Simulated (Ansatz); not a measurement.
# InSb (model structure, started from the PtS type, P4₂/mmc, No. 131, 4 atoms in the cell)

The numbers are results of PBEsol in Ansatz (PAW), not measurements.

Run with plane-wave cutoff 500 eV, 10×10×6 k mesh (along the axes of the cell as run), Fermi–Dirac smearing 0.05 eV, scalar-relativistic PAW data made under PBE.

Cell (relaxed at this level):

```
CELL_PARAMETERS angstrom
      4.14686     0.00000     0.00000
      0.00000     4.14686     0.00000
      0.00000     0.00000     7.99025
ATOMIC_POSITIONS crystal
  In 0.00000 0.50000 0.00000
  In 0.50000 0.00000 0.50000
  Sb 0.00000 0.00000 0.25000
  Sb 0.00000 0.00000 0.75000
```

```json
{
  "band_gap": "none"
}
```

Note: the relaxation could raise the start's symmetry but not lower it, so the cell can be a saddle point.

Spin–orbit coupling is not included.

The computed numbers hold no vibrational or temperature effects.

The result took about 2.1 core-minutes (a rough figure).

A model structure was made by putting elements into a prototype or built by hand; it is no filed structure, need not be a known phase, and can be a saddle point held by its symmetry.

Ansatz is a quantum-chemistry and plane-wave program.
